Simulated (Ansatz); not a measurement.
Consider ZrN in the rock salt structure (space group Fm-3m, No. 225; a = 4.552 Å). Axes: x, y, z lie along the cube axes.

Calculations: Kohn–Sham DFT with the PBEsol functional, run in Ansatz (a quantum-chemistry and plane-wave program) with PAW and 420 eV plane waves, without spin-orbit coupling.

Before the change:

```
Quantity    Value
--------  -------
Pressure  0.0 GPa
```

Modification: compressive biaxial strain of 1.11 % in the plane normal to [001], as in epitaxy on a mismatched substrate; the out-of-plane cell vector and the atoms relax.

### Question
Estimate the effect on the energy relative to the base.

### Answer
The energy goes up by 6.1 meV/atom.

### Question
What does the calculation give for the pressure after the change?

### Answer
The pressure (mean of the normal stresses, compression positive) goes from zero to 5.1 GPa.

Without a gap, meshes like the base's 18×18×18 leave anisotropic stresses uncertain by several tenths of a GPa, and small strain energies with them. Whether these cells are dynamically stable was not tested. All final runs are without spin polarisation. An odd electron count without spin: ZrN.
